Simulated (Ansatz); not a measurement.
The structure below was relaxed with PBEsol (Ansatz, a first-principles code, PAW, no spin-orbit coupling), earlier PAW set.

```xyz
12
Lattice="4.8374 0.0000 0.0000 0.0000 4.8374 0.0000 0.0000 0.0000 7.4697" Properties=species:S:1:pos:R:3 pbc="T T T"
Te     2.3184     2.3184     0.0000
Te     4.7371     0.1004     5.6023
Te     0.1004     4.7371     1.8674
Te     2.5191     2.5191     3.7349
O      1.7339     1.2074     1.4395
O      4.1526     1.2113     4.1628
O      0.6848     3.6261     0.4279
O      3.1036     3.6301     5.1743
O      3.6301     3.1036     2.2954
O      1.2113     4.1526     3.3069
O      3.6261     0.6848     7.0418
O      1.2074     1.7339     6.0302
```

Task: Find the space group and the Wyckoff positions.

Result: Space group P4₁2₁2 (No. 92); a = 4.837 Å, b = 4.837 Å, c = 7.470 Å, α = 90.00°, β = 90.00°, γ = 90.00°

```csv
atom,site,symmetry,x,y,z
Te,4a,..2,0.4793,0.4793,0.0000
O,8b,1,0.3584,0.2496,0.1927
```

Task: Describe the coordination.

Result: The crystal has 12 atoms in its conventional cell. Lattice parameters: a = b = 4.837 Å, c = 7.470 Å, α = β = γ = 90.00°. Te is surrounded by 2 O at 1.910 Å and 2 O at 2.136 Å. O has 1 Te at 1.910 Å and 1 Te at 2.136 Å (bent). (Neighbours: up to the widest gap in distance over summed covalent radii, below 1.35, at either atom.)

Spin-orbit coupling, missing from the scalar runs, can matter with Te. Whether these cells are dynamically stable was not tested. The cell was made from SiO2 by this change: Si → Te.
